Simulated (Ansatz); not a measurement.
1T (CdI2-type) GeI₂ (model structure) was calculated with PBEsol (plane waves, PAW; Ansatz, an electronic-structure program).

Numerical settings: plane-wave cutoff 500 eV, 12×12×6 k mesh (along the axes of the cell as run), gaussian smearing 0.02 eV, scalar-relativistic PAW data made under PBE.

Cell (relaxed at this level):

```
GeI2
1.0
    2.09803    -3.63389     0.00000
    2.09803     3.63389     0.00000
    0.00000     0.00000     6.90731
Ge I
1 2
Direct
  0.00000   0.00000   0.00000
  0.33333   0.66667   0.25060
  0.66667   0.33333   0.74940
```

Question: What does this level give for the band gap?

Answer: 
* **band gap**: 1.85 eV (on the SCF k mesh)

Note: the relaxation could raise the start's symmetry but not lower it, so the cell can be a saddle point; the cell has widely spaced layers and the level no dispersion term, so their spacing and the moduli can rest on weak binding.

Spin–orbit coupling is not included; with these elements it can move the gap by several tenths of an eV or more.

Computed values are for the static lattice.

The result took about 4 core-minutes (a rough figure).

A model structure was made by putting elements into a prototype or built by hand; it is no filed structure, need not be a known phase, and can be a saddle point held by its symmetry.
